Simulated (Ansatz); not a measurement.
Ansatz (an electronic-structure program) run on LuTl₃ (P4mm, 4 atoms in the cell): self-consistent single point.

Level of theory: PBEsol, harder PAW files (source: ansatz) made with PBE (plane waves; Ansatz).

```
CELL_PARAMETERS angstrom
      4.70204     0.00000     0.00000
      0.00000     4.70204     0.00000
      0.00000     0.00000     4.70204
ATOMIC_POSITIONS crystal
  Lu 0.00000 0.00000 0.01063
  Tl 0.00000 0.50000 0.50000
  Tl 0.50000 0.00000 0.50000
  Tl 0.50000 0.50000 0.00000
```

Reference input (self-consistent single point, DFT, PBEsol, plane waves, default PAW files made with PBE): basis.ecutwfc = 30.9 Ry; kpoints.mp_grid.grid = 5 5 5; hamiltonian.xc = pbesol; hamiltonian.pseudopotentials = {kind: paw} (the program's default PAW files); scf.occupations.method = fermi_dirac; scf.occupations.width = 0.0073 Ry. This run's input differs from it in these lines:

Ansatz 0.2 input:
```diff
@@ -12,3 +12,3 @@
 basis:
-  ecutwfc: 30.9 Ry
+  ecutwfc: 100.0 Ry
 kpoints:
@@ -20,2 +20,3 @@
     kind: paw
+    source: ansatz
 scf:
```

Log, with long lists cut:

```
SCF iter   1: F=—  HF=-57833.695516 eV  |F-HF|=—  |Δ(HF+E_count)|=         —  Δρ=4.55e-2  dr2=3.85e0  ethr=3.10e-3  ⟨swp⟩=6.2  Hψ=3428  notcnv=0  defer=2
all-band conjugate gradients solve this SCF's bands
preconditioner: auto → Resta (q_TF=auto, 2.654 Å⁻¹)
SCF iter   2: F=—  HF=-57832.738947 eV  |F-HF|=—  |Δ(HF+E_count)|=   9.57e-1  Δρ=1.62e-2  dr2=4.04e-1  ethr=3.10e-3  ⟨swp⟩=4.7  Hψ=2006  notcnv=0  defer=6
   [... lines left out ...]
SCF iter   7: F=—  HF=-57832.617173 eV  |F-HF|=—  |Δ(HF+E_count)|=   7.85e-5  Δρ=9.47e-5  dr2=1.32e-5  ethr=3.49e-7  ⟨swp⟩=2.6  Hψ=1626  notcnv=0  defer=19
SCF iter   8: F=—  HF=-57832.617014 eV  |F-HF|=—  |Δ(HF+E_count)|=   1.59e-4  Δρ=3.13e-5  dr2=1.31e-6  ethr=1.50e-8  ⟨swp⟩=2.4  Hψ=1520  notcnv=0  defer=19
SCF iter   9: F=—  HF=-57832.617014 eV  |F-HF|=—  |Δ(HF+E_count)|=   1.77e-7  Δρ=8.89e-6  dr2=1.01e-7  ethr=1.49e-9  ⟨swp⟩=2.1  Hψ=1187  notcnv=0  defer=19
SCF iter  10: F=-57832.617014 eV  HF=-57832.617014 eV  |F-HF|=2.69e-10  |Δ(HF+E_count)|=   1.80e-8  Δρ=1.29e-6  dr2=2.12e-9  ethr=1.14e-10  ⟨swp⟩=12.2  Hψ=4177  notcnv=0
SCF 1 converged in 10 iterations: F = -57832.617014 eV  dr2 = 2.12e-9
Free energy (F): -57832.617014 eV
Internal energy: -57832.540796 eV  (E = F + TS)
E sigma→0 (E₀):  -57832.578905 eV
Entropy (-TS):   -0.076218 eV (-19.054 meV/atom)
Fermi energy:    14.428264 eV
--- Forces (eV/Å), atoms counted from 1 ---
  atom   1  Lu    -0.00000000     0.00000000    -0.15785654
  atom   2  Tl     0.00000000     0.00000000     0.08896969
  atom   3  Tl     0.00000000     0.00000000     0.08896969
  atom   4  Tl     0.00000000     0.00000000    -0.02008344
--- Stress (GPa, compression-positive) ---
       -1.735889       0.000000      -0.000000
        0.000000      -1.735889       0.000000
       -0.000000       0.000000      -1.735984
  P = ⅓ Tr σ = -1.7359 GPa (-17.359 kbar)
  The stress holds the Pulay correction. Without it, at fixed plane waves, as pw.x and ABINIT print it: P = -1.7367 GPa
```

The run converged in 10 iterations. Against the reference run the pressure hardly changes (-1.79 to -1.74 GPa) and the largest force stays at 0.158 eV/Å.

The starting cell comes from a database of computed structures (which also holds hypothetical and non-ambient phases and stackings), without a prior relaxation at this level. Its lattice was rescaled by up to half a per cent. One atom was moved a little off its site on purpose. Ansatz's pressure includes its estimate of the finite-basis (Pulay) stress.

Cost on one core of a shared machine: roughly 40 s.
